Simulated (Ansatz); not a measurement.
Base system: WS$_{2}$ in the 2H-MoS2 type structure (space group P6_3/mmc, No. 194; a = 3.1148 Å, c = 11.7731 Å; layered, stacked along the Cartesian z axis). Axes: x lies along a and z along c of the hexagonal cell.

Perturbation: uniaxial strain ε_yy = +4.71 %, all other strain components held at zero; the atoms relax in the strained cell.

Levels (all Ansatz, an electronic-structure program, PAW): PBEsol-D3(BJ) (420 eV, no spin-orbit coupling); r2SCAN (500 eV, without spin-orbit coupling); HSE06 (420 eV, without spin-orbit coupling).

At the geometry relaxed with PBEsol-D3(BJ), these levels gave the following band gaps, in shuffled order: (a) 1.22 eV, (b) 0.68 eV, (c) 0.82 eV.

Q: Match each gap to its level.

A: (a) HSE06; (b) PBEsol-D3(BJ); (c) r2SCAN.

Single points use the geometry relaxed with PBEsol-D3(BJ). HSE06 was sampled on its mesh, a few special points and the semilocal edge points, so its gap is an upper bound. Spin-orbit coupling, missing from the scalar runs, can matter with W. No phonon test of stability was made.
